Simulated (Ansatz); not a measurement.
The reference is Pd in the fcc (Cu type) structure (space group Fm-3m, No. 225; a = 3.841 Å; relaxed with 0.1 eV smearing). Axes: x, y, z lie along the cube axes.

Method: LDA, PAW, 420 eV (Ansatz, a quantum-chemistry and plane-wave program; scalar-relativistic without spin-orbit coupling).

For the base:

| Quantity | Result |
|---|---|
| Pressure | 0.0 GPa |

The change: a pure shear with ε_xy = ε_yx = 0.0200, atoms relaxed at fixed cell.

Q: Predict the new pressure and energy relative to the base.

A: The pressure (mean of the normal stresses, compression positive) goes from zero to 0.4 GPa; the energy grows by 6.6 meV/atom.

The cells carry an imposed strain or load. Stability against distortions was not tested. All final runs are without spin polarisation.
